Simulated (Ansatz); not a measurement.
The decay constant κ of evanescent states in the gap governs leakage through a thin film.

```xyz
12
Lattice="5.2281 0.0000 0.0000 0.0000 5.3297 0.0000 0.0000 0.8451 5.0842" Properties=species:S:1:pos:R:3 pbc="T T T"
Zr     0.2204     1.7287     3.6794
Zr     5.0077     4.4461     1.4048
Zr     2.8344     1.7812     1.4048
Zr     2.3937     4.3935     3.6794
O      4.3587     0.8908     0.3519
O      0.8694     5.2839     4.7324
O      1.7447     2.6191     4.7324
O      3.4834     3.5557     0.3519
O      3.8823     5.6810     2.7999
O      1.3458     0.4937     2.2843
O      1.2682     3.1586     2.2843
O      3.9599     3.0162     2.7999
```

The cell is taken as given.

Transport runs along the normal of the first two printed cell vectors.

No gap correction and no spin-orbit coupling; mid-gap is the computed energy nearest the middle.

Estimate the band gap and the smallest decay constant κ at mid-gap that r2SCAN (Ansatz, a first-principles code) returns for this system.

Gap 4.14 eV on a 6×6×6 mesh; κ = 0.372 1/Å, at the zone centre.
